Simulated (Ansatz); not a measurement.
Fluorite HfO2 (high-temperature phase), treated with r²SCAN0 (Ansatz, a program for electronic structure, PAW).

Settings: plane-wave cutoff 520 eV, 8×8×8 k mesh, Fermi–Dirac smearing 0.01 eV, scalar-relativistic PAW data made under PBE.

A third-order Birch–Murnaghan fit to the energies gives V0 = 10.655 Å³/atom, B0 = 286 GPa, B′ = 4.1.

```
V (Å³/atom)  P (GPa)
-----------  -------
10.115         16.54
10.381             ?
10.744             ?
10.914         -6.54
11.180             ?
```

Task: Estimate the withheld pressures from this fit; the answers are the runs' own values.

Result: 
- 10.381, P (GPa): 7.85
- 10.744, P (GPa): -2.35
- 11.180, P (GPa): -12.46

The formula P = (3/2) B0 (x^(7/3) − x^(5/3)) [1 + (3/4)(B′ − 4)(x^(2/3) − 1)] with x = V0/V meets the computed pressures within 0.02 GPa when these rounded values are put in.

Measured, for comparison: bulk modulus 242 ± 16 GPa (room temperature, not corrected to a static lattice, nanocrystalline cubic HfO2, second-order Birch-Murnaghan; as tabulated in High-pressure structural stability, equation of state, and thermal expansion …). Computed (rounded) less measured: bulk modulus +18 %.

Note: symmetry holds this phase in the static calculation, where it need not be a minimum; held by symmetry at 0 K, a high-temperature phase can be a saddle point.

Spin–orbit coupling is not included.

Computed values are for the static lattice.

Cost on a shared machine: roughly 15 core-minutes.
